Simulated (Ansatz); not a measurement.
Start from SnBr2 in the fluorite structure (space group Fm-3m, No. 225; a = 7.1783 Å; a hypothetical phase, not in the database extracts checked). Axes: x, y, z lie along the cube axes.

All numbers come from Kohn–Sham DFT with the PBEsol functional, run in Ansatz (a program for electronic structure) with PAW and 420 eV plane waves, no SOC.

Before the change:

```
Property   Result
--------  -------
Band gap  2.00 eV
```

Now apply this change: the cell is compressed by 2.50 % along x with no lateral relaxation; the atoms relax in the strained cell.

**Question.** What does the calculation give for the band gap and stress after the change?

**Answer.** The band gap shrinks by 0.12 eV (2.00 eV → 1.88 eV); the stress (xx, yy, zz, yz, xz, xy; compression positive) comes out as (1.92, 0.57, 0.57, 0.00, 0.00, 0.00) GPa.

Stability against distortions was not tested.
